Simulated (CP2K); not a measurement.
Band structure of Rb3YF6 (Fm-3m, 10 atoms in the cell).

```xyz
10
Lattice="6.7483 0.0000 0.0000 3.3742 5.8442 0.0000 3.3742 1.9481 5.5100" Properties=species:S:1:pos:R:3 pbc="T T T"
Rb    10.1225     5.8442     4.1325
Rb     3.3742     1.9481     1.3775
Rb     6.7483     3.8962     2.7550
Y      0.0000     0.0000     0.0000
F      6.7483     1.7611     1.2453
F      6.7483     6.0312     4.2647
F      4.8994     4.9637     1.2453
F      8.5973     2.8286     4.2647
F      4.8994     2.8286     4.2647
F      8.5973     4.9637     1.2453
```

Method: PBEsol, GPW, DZVP-MOLOPT-SR-GTH basis, GTH-PBE potentials (GTH_POTENTIALS) in CP2K.

Settings: CUTOFF = 550 Ry; REL_CUTOFF = 60 Ry; KPOINTS/SCHEME = MONKHORST-PACK 3 3 3; XC_FUNCTIONAL = PBE:PBESOL; Rb/BASIS_SET = DZVP-MOLOPT-SR-GTH-q9; Rb/POTENTIAL = GTH-PBE-q9; Y/BASIS_SET = DZVP-MOLOPT-SR-GTH-q11; Y/POTENTIAL = GTH-PBE-q11; F/BASIS_SET = DZVP-MOLOPT-SR-GTH-q7; F/POTENTIAL = GTH-PBE-q7; METHOD = GPW; EPS_DEFAULT = 1e-11; EXTRAPOLATION = USE_GUESS; NGRIDS = 5.

The starting cell comes from a database of computed structures (which also holds hypothetical and non-ambient phases and stackings), without a prior relaxation at this level. Values carry the incompleteness of an atom-centred basis. The potentials were made for another functional than the one used.

Q: Predict the gap along the standard path and the places of the band edges.

A: The gap along the path is 5.81 eV, direct at Γ to within 0.01 eV.

Levels in eV from the top of the valence band on the SCF mesh, bands 37 to 41:
```tsv
point	37	38	39	40	41
Γ	-0.02	-0.01	-0.01	-0.01	5.82
X	-0.03	0.00	0.00	0.00	7.65
W	-0.11	-0.11	0.00	0.00	8.11
K	-0.18	-0.17	-0.06	0.00	7.91
L	-0.32	-0.11	-0.11	-0.09	7.62
U	-0.18	-0.17	-0.06	0.00	7.91
```

Higher empty bands are left out: an atom-centred basis made for the valence describes them poorly.
